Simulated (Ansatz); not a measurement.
Start from Zn in the hcp (Mg type) structure (space group P6_3/mmc, No. 194; a = 2.613 Å, c = 4.781 Å; relaxed with 0.1 eV smearing).

Calculations: Ansatz (a program for electronic structure) PBEsol, no spin-orbit coupling.

Base values:

```
Property   Result
--------  -------
Pressure  0.0 GPa
Band gap     zero
```

Now apply this change: an isotropic linear strain of +1.50 %; the atoms relax in the strained cell.

Task: What does the calculation give for the energy relative to the base, pressure and band gap after the change?

Result: The energy grows by 7.8 meV/atom; the pressure (mean of the normal stresses, compression positive) goes from zero to -3.7 GPa; the band gap remains zero.

No phonon test of stability was made.
